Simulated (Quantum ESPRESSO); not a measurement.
**How a calculation on Mg6SiW (Amm2, 8 atoms in the cell) responds to its settings**

```yaml
crystal:
  lattice:
    - [4.79082, 0.00000, 0.00000]
    - [0.00000, 3.03708, 5.25127]
    - [0.00000, -3.03708, 5.25127]
  atoms:
    - { symbol: Mg, position: [0.00000, 0.17356, 0.65736] }
    - { symbol: Mg, position: [0.00000, 0.65736, 0.17356] }
    - { symbol: Mg, position: [0.00000, 0.66805, 0.66805] }
    - { symbol: Mg, position: [0.50000, 0.32618, 0.83162] }
    - { symbol: Mg, position: [0.50000, 0.83162, 0.32618] }
    - { symbol: Mg, position: [0.50000, 0.83025, 0.83025] }
    - { symbol: Si, position: [0.00000, 0.19588, 0.19588] }
    - { symbol: W, position: [0.50000, 0.31709, 0.31709] }
```

Base run A: LDA (PZ), GBRV 1.5 ultrasoft (LDA) pseudopotentials (Quantum ESPRESSO), self-consistent single point.

Its settings: ecutwfc = 40 Ry; ecutrho = 320 Ry; occupations = smearing; smearing = fd; degauss = 0.0073499 Ry; potentials = {Mg: mg_lda_v1.4.uspp.F.UPF, Si: si_lda_v1.uspp.F.UPF, W: w_lda_v1.2.uspp.F.UPF}; K_POINTS = automatic 4 4 4 0 0 0; conv_thr = 1e-10 Ry.

The starting cell comes from a database of computed structures (which also holds hypothetical and non-ambient phases and stackings), without a prior relaxation at this level. Spin polarisation is off. In the base run, with a pressure of about -4 GPa the cell is away from its equilibrium volume at this level.

ΔF is the free energy per atom less that of run A. 

| run | mixing_ndim | ΔF (meV/atom) | pressure (GPa) | largest force (eV/Å) | iterations |
|---|---|---|---|---|---|
| A | default | 0.00 | -4.10 | 0.095 | 13 |
| B | 2 | 0.00 | -4.10 | 0.095 | 27 |
| C | 4 | 0.00 | -4.10 | 0.095 | 15 |
| D | 6 | 0.00 | -4.10 | 0.095 | 13 |
| E | 12 | 0.00 | -4.10 | 0.095 | 13 |
| F | 16 | 0.00 | -4.10 | 0.095 | 13 |
| G | 20 | 0.00 | -4.10 | 0.095 | 13 |

Runs B, C, D, E, F, G ended on the same solution as A (within 1 meV/atom). The fewest iterations to that state were 13 (A, D, E, F, G); the most were 27.
